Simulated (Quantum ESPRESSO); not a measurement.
Quantum ESPRESSO run on MnSnF6 (P1, 8 atoms in the cell): self-consistent single point.

Computed with PBEsol, PseudoDojo standard norm-conserving (PBESOL) pseudopotentials (plane waves; Quantum ESPRESSO 7.5).

The change in words: atoms moved at random. Reference geometry:
```
MnSnF6
1.0
    2.69588     1.55647     4.86032
   -2.69588     1.55647     4.86032
    0.00000    -3.11294     4.86032
Mn Sn F
1 1 6
Direct
  0.50000   0.50000   0.50000
  0.00000   0.00000   0.00000
  0.11575   0.75862   0.36815
  0.88425   0.24138   0.63185
  0.36815   0.11575   0.75862
  0.63185   0.88425   0.24138
  0.75862   0.36815   0.11575
  0.24138   0.63185   0.88425
```
Moments meant for the start (each program seeds them in its own way; μB, in the order of the atoms Mn Sn F F F F F F): 4.0 0.0 0.0 0.0 0.0 0.0 0.0 0.0.

Reference input (self-consistent single point, DFT, PBEsol, plane waves, PseudoDojo standard norm-conserving (PBESOL) pseudopotentials): ecutwfc = 100 Ry; occupations = smearing; smearing = fermi-dirac; degauss = 0.000734986 Ry; nspin = 2; potentials = {Mn: Mn.upf, Sn: Sn.upf, F: F.upf}; K_POINTS = automatic 3 3 3 0 0 0; conv_thr = 1e-09 Ry; mixing_beta = 0.3. This run's input differs from it in these lines:

```diff
@@ -29,14 +29,14 @@
 CELL_PARAMETERS {angstrom}
-   2.69588319     1.55646889     4.86031600
-  -2.69588319     1.55646889     4.86031600
-   0.00000000    -3.11293778     4.86031600
+   2.69588300     1.55646900     4.86031600
+  -2.69588300     1.55646900     4.86031600
+   0.00000000    -3.11293800     4.86031600
 ATOMIC_POSITIONS {angstrom}
-Mn    0.00000000    0.00000000    7.29047400
-Sn    0.00000000    0.00000000    0.00000000
-F    -1.73309434    0.21489699    6.03902526
-F     1.73309434   -0.21489699    8.54192275
-F     0.68044092   -1.60835222    6.03902526
-F    -0.68044092    1.60835222    8.54192275
-F     1.05265342    1.39345523    6.03902526
-F    -1.05265342   -1.39345523    8.54192275
+Mn   -0.06378459   -0.03086478    7.28038398
+Sn   -0.00976718   -0.00705547    0.04097246
+F    -1.75404123    0.29205740    6.04227195
+F     1.72764584   -0.21624958    8.53740751
+F     0.67957549   -1.64047941    6.03222567
+F    -0.60945288    1.60648769    8.53420456
+F     1.08506595    1.37346871    6.08312776
+F    -1.05524409   -1.37736300    8.48272896
 K_POINTS {automatic}
```

Output (repeated stretches shortened):

```
     Self-consistent Calculation

     iteration #  1     ecut=   100.00 Ry     beta= 0.30

---- Real-time Memory Report at c_bands before calling an iterative solver
           398 MiB given to the printing process from OS
           380 MiB allocation reported by mallinfo(arena+hblkhd)
------------------

     total energy              =    -669.83121634 Ry
     estimated scf accuracy    <       0.96164480 Ry

     total magnetization       =     5.00 Bohr mag/cell
     absolute magnetization    =     5.00 Bohr mag/cell

     iteration #  2     ecut=   100.00 Ry     beta= 0.30

   [... lines left out ...]
           523 MiB allocation reported by mallinfo(arena+hblkhd)
------------------

     Magnetic moment per site  (integrated on atomic sphere of radius R)
     atom   1 (R=0.147)  charge= 12.2265  magn=  4.1281
     atom   2 (R=0.139)  charge=  9.3259  magn=  0.0131
     atom   3 (R=0.139)  charge=  6.4176  magn=  0.0293
     atom   4 (R=0.139)  charge=  6.3740  magn=  0.0272
     atom   5 (R=0.139)  charge=  6.3982  magn=  0.0276
     atom   6 (R=0.139)  charge=  6.3903  magn=  0.0291
     atom   7 (R=0.139)  charge=  6.3950  magn=  0.0252
     atom   8 (R=0.139)  charge=  6.3848  magn=  0.0371
     End of self-consistent calculation

     the Fermi energy is     4.5552 ev

!    total energy              =    -669.98610190 Ry
     estimated scf accuracy    <          3.2E-10 Ry
     smearing contrib. (-TS)   =       0.00000000 Ry
     internal energy E=F+TS    =    -669.98610190 Ry

     total magnetization       =     5.00 Bohr mag/cell
     absolute magnetization    =     5.01 Bohr mag/cell

     convergence has been achieved in  12 iterations

     Forces acting on atoms (cartesian axes, Ry/au):

     atom    1 type  1   force =     0.01621607    0.00441429    0.00756943
     atom    2 type  2   force =    -0.01156709    0.02475902   -0.06643131
     atom    3 type  3   force =     0.02063257   -0.01650235    0.01322869
     atom    4 type  3   force =     0.00273090   -0.02564239    0.01531525
   [... lines left out ...]

     Total force =     0.094849     Total SCF correction =     0.000054

          total   stress  (Ry/bohr**3)                   (kbar)     P=      -45.18
  -0.00031276  -0.00002401   0.00007134          -46.01       -3.53       10.49
  -0.00002401  -0.00025335  -0.00001834           -3.53      -37.27       -2.70
   0.00007134  -0.00001834  -0.00035526           10.49       -2.70      -52.26

   JOB DONE.
```

The run converged in 12 iterations. Against the reference run the free energy goes up by 6.3 meV/atom, the pressure goes from -6.09 to -4.52 GPa, the largest force goes from 0.463 to 1.847 eV/Å, the gap on the mesh goes from 1.102 to 1.073 eV and the size of the net moment stays at 0.62 μB/atom.

The starting cell comes from a database of computed structures (which also holds hypothetical and non-ambient phases and stackings), without a prior relaxation at this level. Its lattice was rescaled by a random factor within 2.5 % of one. For this run, on top of that: atoms moved at random. With one magnetic atom in the cell only a parallel order is possible. With a pressure of about -5 GPa the cell is away from its equilibrium volume at this level. Forces in this geometry exceed 1 eV/Å.

Cost on one core of a shared machine: roughly 6 min.
